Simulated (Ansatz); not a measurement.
# Response to strain in Ge

Consider Ge in the diamond structure (space group Fd-3m, No. 227).

```
CELL_PARAMETERS angstrom
      0.00000     2.83808     2.83808
      2.83808     0.00000     2.83808
      2.83808     2.83808     0.00000
ATOMIC_POSITIONS crystal
  Ge 0.50000 0.50000 0.50000
  Ge 0.75000 0.75000 0.75000
```

Cartesian axes are those of the cell as printed.

Strains are applied to the cell and any free atomic positions relax; under biaxial strain the out-of-plane vector relaxes too.

Method: PBEsol, PAW, 420 eV (Ansatz, a program for electronic structure; no SOC).

Candidates:
(a) biaxial strain +4.80 %, plane normal [001], relaxed out of plane
(b) uniaxial strain ε_xx = −4.19 %
(c) biaxial strain +1.48 %, plane normal [111], relaxed out of plane

Notes on the quantities. energy relative to the base: free energy F.

Task: Order them by energy relative to the base, lowest first.

Result: (c) biaxial strain +1.48 %, plane normal [111], relaxed out of plane (+4.8 meV/atom), (b) uniaxial strain ε_xx = −4.19 % (+15 meV/atom), (a) biaxial strain +4.80 %, plane normal [001], relaxed out of plane (+36 meV/atom)

No phonon test of stability was made.
